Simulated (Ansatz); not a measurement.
Structures of equal composition on the (111)A surface of zinc-blende GaAs (Ga plane on top): 2x2 As adatom at H3; 2x2 As adatom at T1; 2x2 As adatom at T4. The slabs share one bottom face, and each structure is named by its start. These are constructed structures in small cells; real faces may alloy, dewet or reconstruct in larger ones, and not all known structures of the face are among them. Slabs of about 14 Å, Fermi-Dirac smearing of 0.025 eV. Bottom of the slabs: H caps. Relaxed from the named starts with such symmetry as they have, on meshes of like density; energies extrapolated to zero smearing; spin only where a row says so; no spin-orbit coupling, no U. Brackets mark spin-polarised runs, whose order is one that fits the cell. Where a second, spin-polarised start was run, the lower counts.

Computed with PBE (plane waves to 420 eV, PAW; Ansatz, a quantum-chemistry and plane-wave program).

**Question.** Rank these by energy per 1x1 cell (lowest first), as PBE gives it.

**Answer.** 2x2 As adatom at H3 (0.000 eV, gap 0.26 eV on the mesh), 2x2 As adatom at T4 (0.033 eV (1 As–As bonds broke), gap 0.28 eV on the mesh), 2x2 As adatom at T1 (0.335 eV [spin, 2.0 μB a cell], gap 0.62 eV on the mesh)
